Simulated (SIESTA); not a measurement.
# Worked example: self-consistent single point of ScZnPd (Cmcm, 6 atoms in the cell) in SIESTA

Method of the run: SIESTA with GGA PBEsol, numerical atomic orbitals DZP, PseudoDojo PBEsol standard norm-conserving potentials (rewritten from UPF to PSML).

The input file:

```
# files in the folder: Sc.psml Zn.psml Pd.psml (PseudoDojo PBEsol standard)
SystemName  ScZnPd
SystemLabel ScZnPd

NumberOfAtoms                6
NumberOfSpecies              3
%block ChemicalSpeciesLabel
  1 21 Sc
  2 30 Zn
  3 46 Pd
%endblock ChemicalSpeciesLabel
LatticeConstant              1.0 Ang
%block LatticeVectors
     2.146525000   -4.558855000    0.000000000
     2.146525000    4.558855000    0.000000000
     0.000000000    0.000000000    5.251380000
%endblock LatticeVectors
AtomicCoordinatesFormat      Bohr
%block AtomicCoordinatesAndAtomicSpecies
     4.056344370   -3.563675685    7.442752482  1
     4.056344370    3.563675685    2.480917494  1
     0.000000000    0.000000000    0.000000000  2
     0.000000000    0.000000000    4.961834988  2
     4.056344370    1.662003368    7.442752482  3
     4.056344370   -1.662003368    2.480917494  3
%endblock AtomicCoordinatesAndAtomicSpecies

XC.functional                GGA
XC.authors                   PBEsol
PAO.BasisSize                DZP
PAO.EnergyShift              0.01 Ry
MeshCutoff                   350 Ry
%block kgrid.MonkhorstPack
    5   0   0  0.0
    0   5   0  0.0
    0   0   4  0.0
%endblock kgrid.MonkhorstPack
OccupationFunction           MP
OccupationMPOrder            0
ElectronicTemperature        580.23 K

MaxSCFIterations             150
SCF.Mixer.Method             Broyden
SCF.Mixer.Weight             0.2
SCF.Mixer.History            8
SCF.DM.Tolerance             1.0E-05
Diag.ParallelOverK           true
WriteForces                  true
```

The program printed (abridged):

```
reinit: Reading from file input.fdf

reinit: System Name: ScZnPd
reinit: System Label: ScZnPd

coor:   Atomic-coordinates input format  =     Cartesian coordinates
coor:                                            (in Bohr units)

siesta: Atomic coordinates (Bohr) and species
siesta:      4.05634  -3.56368   7.44275  1        1
siesta:      4.05634   3.56368   2.48092  1        2
siesta:      0.00000   0.00000   0.00000  2        3
siesta:      0.00000   0.00000   4.96183  2        4
siesta:      4.05634   1.66200   7.44275  3        5
siesta:      4.05634  -1.66200   2.48092  3        6

siesta: System type = bulk

initatomlists: Number of atoms, orbitals, and projectors:      6   114   108

siesta: ******************** Simulation parameters ****************************
redata: Spin configuration                          = none
redata: Time-Reversal Symmetry                      = T
redata: Number of Atomic Species                    =        3
redata: Mesh Cutoff                                 =   350.0000 Ry
redata: Net charge of the system                    =     0.0000 |e|
redata: Min. number of SCF Iter                     =        0
redata: Max. number of SCF Iter                     =      150
redata: SCF convergence failure will abort job
redata: SCF mix quantity                            = Hamiltonian
redata: Mix DM or H after convergence               =   F
redata: Recompute H after scf cycle                 =   F
redata: Mix DM in first SCF step                    =   T
redata: No kicks to SCF
redata: DM Mixing Weight for Kicks                  =     0.5000
redata: Require Harris convergence for SCF          =   F
redata: Harris energy tolerance for SCF             =     0.000100 eV
redata: Require DM convergence for SCF              =   T
redata: DM tolerance for SCF                        =     0.000010
redata: Require EDM convergence for SCF             =   F
redata: EDM tolerance for SCF                       =     0.001000 eV
redata: Require H convergence for SCF               =   T
redata: Hamiltonian tolerance for SCF               =     0.001000 eV
redata: Require (free) Energy convergence for SCF   =   F
redata: (free) Energy tolerance for SCF             =     0.000100 eV
redata: Using DFT-D3 dispersion                     =   F
redata: Using Saved Data (generic)                  =   F
redata: Method of Calculation                       = Diagonalization
redata: Electronic Temperature                      =   580.2300 K
redata: Number of TDED substeps                     =        3
redata: Dynamics option                             = Single-point calculation
redata: Save all siesta data in one NC              =   F
redata: ***********************************************************************

%block SCF.Mixers
  Broyden
%endblock SCF.Mixers

%block SCF.Mixer.Broyden
  # Mixing method
  method broyden

  # Mixing options
  weight 0.2000
  weight.linear 0.2000
  weight.prime 0.2000
  history 8
%endblock SCF.Mixer.Broyden

DM_history_depth set to one: no extrapolation allowed by default for geometry relaxation
Size of DM history Fstack: 1
Total number of electrons:    98.000000
Total ionic charge:    98.000000

* ProcessorY, Blocksize:    1  64

* Orbital distribution balance (max,min):   114   114

k-point displ. along   3 input, could be:     0.00    0.50
 Kpoints in:           60 . Kpoints trimmed:           53

siesta: k-grid: Number of k-points = 53
siesta: k-points from Monkhorst-Pack grid
siesta: k-cutoff (effective) =    10.503 Ang
siesta: k-point supercell and displacements
siesta: k-grid:     5     0     0      0.000
siesta: k-grid:     0     5     0      0.000
siesta: k-grid:     0     0     4      0.000

diag: Algorithm                                     = D&C
diag: Parallel over k                               =   F
diag: Use parallel 2D distribution                  =   F
diag: Parallel block-size                           = 64
diag: Parallel distribution                         =     1 x     1
diag: Used triangular part                          = Lower
diag: Absolute tolerance                            =  0.100E-15
diag: Orthogonalization factor                      =  0.100E-05
diag: Memory factor                                 =  1.0000

superc: Internal auxiliary supercell:     5 x     5 x     5  =     125
superc: Number of atoms, orbitals, and projectors:    750  14250  13500

                        Single-point calculation

superc: Internal auxiliary supercell:     5 x     5 x     5  =     125
superc: Number of atoms, orbitals, and projectors:    750  14250  13500

outcell: Unit cell vectors (Ang):
        2.146525   -4.558855    0.000000
        2.146525    4.558855    0.000000
        0.000000    0.000000    5.251380

outcell: Cell vector modules (Ang)   :    5.038921    5.038921    5.251380
outcell: Cell angles (23,13,12) (deg):     90.0000     90.0000    129.5734
outcell: Cell volume (Ang**3)        :    102.7768
new_DM -- step:     1
Initializing Density Matrix...

Attempting to read DM from file... Failed...
DM filled with atomic data:

InitMesh: MESH = 54 x 54 x 72 = 209952
InitMesh: Mesh cutoff (required, used) =   350.000   387.773 Ry

stepf: Methfessel-Paxton step function
       Using Hermite-Gauss polynomials of order  0

        iscf     Eharris(eV)        E_KS(eV)     FreeEng(eV)     dDmax    Ef(eV) dHmax(eV)
   scf:    1   -19542.374121   -20748.547595   -20748.560429  1.793792 -1.290557119.950332
   scf:    2   -21139.305006   -21303.379157   -21303.382335  2.153986 -2.735674 28.166277
   scf:    3   -21340.673028   -21323.575664   -21323.579679  0.849970 -2.881874 17.351032
   scf:    4   -21334.679521   -21335.355467   -21335.358986  1.231299 -3.709268  2.772663
   scf:    5   -21336.799518   -21336.318738   -21336.322535  0.104324 -3.600725  1.093714
   scf:    6   -21336.245510   -21336.393745   -21336.397824  0.060315 -3.587154  0.858095
   [... 6 lines left out ...]
   scf:   13   -21336.459667   -21336.459667   -21336.464114  0.000072 -3.658375  0.000382
   scf:   14   -21336.459667   -21336.459667   -21336.464114  0.000025 -3.658396  0.000254
   scf:   15   -21336.459667   -21336.459667   -21336.464114  0.000023 -3.658417  0.000203
   scf:   16   -21336.459667   -21336.459667   -21336.464114  0.000013 -3.658431  0.000155
   scf:   17   -21336.459667   -21336.459667   -21336.464114  0.000007 -3.658445  0.000109

SCF Convergence by DM+H criterion
max |DM_out - DM_in|         :     0.0000074196
max |H_out - H_in|      (eV) :     0.0001087986
SCF cycle converged after 17 iterations

Using DM_out to compute the final energy and forces

siesta: E_KS(eV) =           -21336.4597

siesta: E_KS - E_eggbox =    -21336.4597

siesta: Atomic forces (eV/Ang):
     1   -0.000000   -0.047457   -0.000000
     2   -0.000000    0.047457   -0.000000
     3    0.000000   -0.000000    0.000000
     4    0.000000   -0.000000    0.000000
     5    0.000000    0.060096    0.000000
     6    0.000000   -0.060096   -0.000000
   Tot    0.000000    0.000000    0.000000
   Max    0.060096
   Res    0.025525    sqrt( Sum f_i^2 / 3N )
   Max    0.060096    constrained

Stress tensor Voigt[x,y,z,yz,xz,xy] (kbar):       64.43       60.78       65.43       -0.00        0.00       -0.00
(Free)E + p*V (eV/cell)   -21340.5406
Target enthalpy (eV/cell)   -21336.4641

siesta: Program's energy decomposition (eV):
siesta: Ebs     =     -3557.094580
siesta: Eions   =     26933.615871
siesta: Ena     =      2208.941512
siesta: Ekin    =      8436.459841
siesta: Enl     =     -2424.519926
siesta: Eso     =         0.000000
siesta: Edftu   =         0.000000
siesta: DEna    =       128.084698
siesta: DUscf   =         8.679863
siesta: DUext   =         0.000000
siesta: Ex      =     -2588.190061
siesta: Ec      =      -172.299723
siesta: Exc     =     -2760.489784
siesta: Eharris =    -21336.459667
siesta: Etot    =    -21336.459667
siesta: FreeEng =    -21336.464114

siesta: Atomic forces (eV/Ang):
siesta:      1   -0.000000   -0.047457   -0.000000
siesta:      2   -0.000000    0.047457   -0.000000
siesta:      3    0.000000   -0.000000    0.000000
siesta:      4    0.000000   -0.000000    0.000000
siesta:      5    0.000000    0.060096    0.000000
siesta:      6    0.000000   -0.060096   -0.000000
siesta: ----------------------------------------
siesta:    Tot    0.000000    0.000000    0.000000

siesta: Stress tensor (static) (eV/Ang**3):
siesta:     0.040216   -0.000000    0.000000
siesta:    -0.000000    0.037935   -0.000000
siesta:     0.000000   -0.000000    0.040840

siesta: Cell volume =        102.776819 Ang**3

siesta: Pressure (static):
siesta:                Solid            Molecule  Units
siesta:          -0.00043199         -0.00044205  Ry/Bohr**3
siesta:          -0.03966359         -0.04058695  eV/Ang**3
siesta:         -63.54807923        -65.02746650  kBar
```

The run converged in 17 iterations.

The starting cell comes from a database of computed structures (which also holds hypothetical and non-ambient phases and stackings), without a prior relaxation at this level. Spin polarisation is off. Values carry the incompleteness of an atom-centred basis. With a pressure of about -6 GPa the cell is away from its equilibrium volume at this level.

Cost on one core of a shared machine: roughly 50 s.
